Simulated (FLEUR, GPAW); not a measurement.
A GPAW input for a self-consistent single point of CsCaBr₃ (Pm-3m, 5 atoms in the cell) (DFT PBEsol, plane waves, GPAW PAW datasets PBEsol (made by gpaw-setup)):

```python
from ase import Atoms
from ase.units import GPa
from gpaw import GPAW, PW, FermiDirac

atoms = Atoms(['Cs', 'Ca', 'Br', 'Br', 'Br'],
              cell=[[5.471977, 0.000000, 0.000000],
                    [0.000000, 5.471977, 0.000000],
                    [0.000000, 0.000000, 5.471977]],
              scaled_positions=[[0.000000, 0.000000, 0.000000],
                                [0.500000, 0.500000, 0.500000],
                                [0.500000, 0.000000, 0.500000],
                                [0.000000, 0.500000, 0.500000],
                                [0.500000, 0.500000, 0.000000]],
              pbc=True)

calc = GPAW(mode=PW(600),
            xc='PBEsol',
            kpts=(3, 3, 3),
            occupations=FermiDirac(0.0),
            nbands=-4,
            convergence={'bands': -2},
            symmetry={'symmorphic': False, 'tolerance': 0.0005},
            maxiter=150,
            txt='-')

atoms.calc = calc

energy = atoms.get_potential_energy()
print('Energy (eV):', round(energy, 6))
forces = atoms.get_forces()
print('Forces (eV/Ang):')
print(forces.round(5))
stress = atoms.get_stress()
print('Stress (GPa, Voigt):', (stress / GPa).round(4))
```

**Question.** Give the FLEUR input for the same structure, mesh, smearing and functional.

**Answer.** One input that does it (others would too):

Input of the input generator:

```
CsCaBr3 crystal
&input film=f /
5.4719770000 0.0000000000 0.0000000000
0.0000000000 5.4719770000 0.0000000000
0.0000000000 0.0000000000 5.4719770000
1.8897261246
1.0 1.0 1.0

5
55 0.0000000000 0.0000000000 0.0000000000
20 0.5000000000 0.5000000000 0.5000000000
35 0.5000000000 0.0000000000 0.5000000000
35 0.0000000000 0.5000000000 0.5000000000
35 0.5000000000 0.5000000000 0.0000000000

&comp jspins=1 /
&exco xctyp='PBEs' /
&kpt div1=3 div2=3 div3=3 /
&end /
```

```xml
<?xml version="1.0" encoding="UTF-8" standalone="no"?>
<fleurInput fleurInputVersion="0.39">
   <comment>
      CsCaBr3 crystal                                                                                     
   </comment>
   <calculationSetup>
      <cutoffs Kmax="4.1" Gmax="14.3" GmaxXC="14.3" numbands="0"/>
      <scfLoop itmax="60" minDistance="0.00001" maxIterBroyd="99" imix="Anderson" alpha="0.05" precondParam="0.0" spinf="2.0"/>
      <coreElectrons ctail="T" frcor="F" kcrel="0" coretail_lmax="0"/>
      <xcFunctional name="PBEs" relativisticCorrections="F"/>
      <magnetism jspins="1"/>
      <soc l_soc="F" theta="0.0" phi="0.0" spav="F"/>
      <expertModes spex="0" secvar="F"/>
      <geometryOptimization l_f="T" forcealpha="1.0" forcemix="BFGS" epsdisp="0.00001" epsforce="0.00001"/>
      <ldaU l_linMix="F" mixParam="0.05" spinf="1.0"/>
   </calculationSetup>
   <cell>
      <bzIntegration valenceElectrons="40.0" mode="hist" fermiSmearingEnergy="0.0001">
         <kPointListSelection listName="default-1"/>
         <!-- k-points included here -->
         <xi:include xmlns:xi="http://www.w3.org/2001/XInclude" href="kpts.xml"> </xi:include>
      </bzIntegration>
      <!-- symmetry operations included here -->
      <xi:include xmlns:xi="http://www.w3.org/2001/XInclude" href="sym.xml"> </xi:include>
      <bulkLattice scale="1.0">
         <bravaisMatrix>
            <row-1>   10.3405378901103333     0.0000000000000000     0.0000000000000000</row-1>
            <row-2>    0.0000000000000000    10.3405378901103333     0.0000000000000000</row-2>
            <row-3>    0.0000000000000000     0.0000000000000000    10.3405378901103333</row-3>
         </bravaisMatrix>
      </bulkLattice>
   </cell>
   <atomSpecies>
      <species name="Cesium (Cs)" element="Cs" atomicNumber="55">
         <mtSphere radius="2.63" gridPoints="925" logIncrement="0.014"/>
         <atomicCutoffs lmax="10" lnonsphr="8"/>
         <electronConfig flipSpins="F">
            <coreConfig>(1s1/2) (2s1/2) (2p1/2) (2p3/2) (3s1/2) (3p1/2) (3p3/2) (4s1/2) (3d3/2) (3d5/2) (4p1/2) (4p3/2) (4d3/2) (4d5/2)</coreConfig>
            <valenceConfig>(5s1/2) (5p1/2) (5p3/2) (6s1/2)</valenceConfig>
            <stateOccupation state="(6s1/2)" spinUp="0.5" spinDown="0.5"/>
         </electronConfig>
         <energyParameters s="6" p="6" d="5" f="4"/>
         <lo type="SCLO" l="0" n="5" eDeriv="0"/>
         <lo type="SCLO" l="1" n="5" eDeriv="0"/>
      </species>
      <species name="Calcium (Ca)" element="Ca" atomicNumber="20">
         <mtSphere radius="2.41" gridPoints="849" logIncrement="0.014"/>
         <atomicCutoffs lmax="10" lnonsphr="8"/>
         <electronConfig flipSpins="F">
            <coreConfig>(1s1/2) (2s1/2) (2p1/2) (2p3/2)</coreConfig>
            <valenceConfig>(3s1/2) (3p1/2) (3p3/2) (4s1/2)</valenceConfig>
         </electronConfig>
         <energyParameters s="4" p="4" d="3" f="4"/>
         <lo type="SCLO" l="0" n="3" eDeriv="0"/>
         <lo type="SCLO" l="1" n="3" eDeriv="0"/>
      </species>
      <species name="Bromine (Br)" element="Br" atomicNumber="35">
         <mtSphere radius="2.41" gridPoints="849" logIncrement="0.015"/>
         <atomicCutoffs lmax="10" lnonsphr="8"/>
         <electronConfig flipSpins="F">
            <coreConfig>(1s1/2) (2s1/2) (2p1/2) (2p3/2) (3s1/2) (3p1/2) (3p3/2) (3d3/2) (3d5/2)</coreConfig>
            <valenceConfig>(4s1/2) (4p1/2) (4p3/2)</valenceConfig>
            <stateOccupation state="(4p1/2)" spinUp="0.8333333333333" spinDown="0.8333333333333"/>
            <stateOccupation state="(4p3/2)" spinUp="1.6666666666667" spinDown="1.6666666666667"/>
         </electronConfig>
         <energyParameters s="4" p="4" d="4" f="4"/>
      </species>
   </atomSpecies>
   <atomGroups>
      <atomGroup species="Cesium (Cs)">
         <relPos label="                   1">.0000000000 .0000000000 .0000000000</relPos>
         <force calculate="T" relaxXYZ="TTT"/>
      </atomGroup>
      <atomGroup species="Calcium (Ca)">
         <relPos label="                   2">1.000/2.000 1.000/2.000 1.000/2.000</relPos>
         <force calculate="T" relaxXYZ="TTT"/>
      </atomGroup>
      <atomGroup species="Bromine (Br)">
         <relPos label="                   3">1.000/2.000 .0000000000 1.000/2.000</relPos>
         <relPos label="                   4">.0000000000 1.000/2.000 1.000/2.000</relPos>
         <relPos label="                   5">1.000/2.000 1.000/2.000 .0000000000</relPos>
         <force calculate="T" relaxXYZ="TTT"/>
      </atomGroup>
   </atomGroups>
   <output dos="F" band="F" slice="F">
      <checks vchk="F" cdinf="F"/>
      <bandDOS minEnergy="-.5*Htr" maxEnergy="0.5*Htr" sigma="0.015" storeEVData="T"/>
      <vacuumDOS vacdos="F" integ="F" star="F" nstars="0" locx1="0.0" locy1="0.0" locx2="0.0" locy2="0.0" nstm="0" tworkf="0.0"/>
      <unfoldingBand unfoldBand="F" supercellX="1" supercellY="1" supercellZ="1"/>
      <plotting iplot="0" polar="F">
         <plot TwoD="T" vec1="  1.0  0.0  0.0" vec2="  0.0  1.0  0.0" vec3="  0.0  0.0  1.0" zero="  0.0  0.0  0.0" file="plot"/>
      </plotting>
      <chargeDensitySlicing numkpt="0" minEigenval="0.0" maxEigenval="0.0" nnne="0" pallst="F"/>
      <specialOutput eonly="F"/>
      <magneticCircularDichroism mcd="F" energyLo="-10.0" energyUp="0.0"/>
   </output>
  <!-- We include the file relax.xml here to enable relaxations (see documentation) -->
  <xi:include xmlns:xi="http://www.w3.org/2001/XInclude" href="relax.xml"> <xi:fallback/> </xi:include>
</fleurInput>
```

Basis settings and potentials, where a program has them, do not carry over. This input uses DFT, PBEsol, all-electron FLAPW (FLEUR), scalar-relativistic valence.

The starting cell comes from a database of computed structures (which also holds hypothetical and non-ambient phases and stackings), without a prior relaxation at this level. Its lattice was rescaled by a random factor within 2.5 % of one. For this run, on top of that: lattice scaled by 0.98.
